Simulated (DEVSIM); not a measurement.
Device: TaN/SiON/p-In0.53Ga0.47As capacitor, at 300 K.

Layer 1 from the left is SiON, thickness (nm) 4.60. Layer 2 from the left is In0.53Ga0.47As, thickness (nm) 3300, Na (cm⁻³) 3e16.

Metal gate on the left, work function 4.4 eV. Fixed charge at the semiconductor interface 7.4e10 cm⁻² (in units of +e); no interface traps.

This is a model device: material constants are rounded textbook-type values typed into the input, and sizes, dopings and lifetimes were drawn at random. Values at 300 K.

SiON: gap (eV) 7, affinity (eV) 1.4, permittivity 5.5. In0.53Ga0.47As: gap (eV) 0.74, affinity (eV) 4.51, permittivity 13.9, Nc (cm⁻³) 2.1e17, Nv (cm⁻³) 7.7e18.

Question: Estimate by hand the flat-band voltage, the threshold voltage, and compare with a numerical solution.

Answer: 
- Flat-band voltage: C = 1.06 μF/cm², work-function difference -0.707 V; VFB = φms − qNf/C = -0.72 V; numerical -0.72 V.
- Threshold voltage: φF = 0.273 V, depletion charge √(4εqNφF) = 8.04e-8 C/cm²; VT = VFB + 2φF + Qd/C = -0.10 V; numerical -0.10 V.

Model (solved in DEVSIM): 1D Poisson equation in equilibrium, Boltzmann statistics, complete ionisation; no quantum confinement or tunnelling. Metal contacts follow the ideal Schottky-Mott rule: no Fermi-level pinning, no interface dipoles.
